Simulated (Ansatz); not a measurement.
Consider GaCuSe$_{2}$ in the chalcopyrite structure (space group I-42d, No. 122; a = 5.508 Å, c = 10.962 Å). Axes: x, y, z lie along a, b, c of the conventional cell.

The values are results of DFT with LDA, PAW potentials and a 420 eV plane-wave cutoff in Ansatz (a first-principles code), spin-orbit coupling left out, not measurements.

For the base:

* **Shortest interatomic distance**: 2.353 Å
* **Valence-band top at Γ**: 0.00, -0.09, -0.09 eV

The change: the cell is stretched by 0.75 % along x with no lateral relaxation, atoms relaxed at fixed cell.

Task: Estimate the effect on the shortest interatomic distance and valence-band top at Γ.

Result: The shortest interatomic distance goes up by 0.006 Å to 2.359 Å; the valence-band top at Γ (three highest levels, from the VBM) becomes 0.00, -0.09, -0.11 eV (base: 0.00, -0.09, -0.09 eV).

The levels and masses belong to the bands next to the band gap. The cells carry an imposed strain or load. No phonon test of stability was made. The final runs are not spin-polarised.
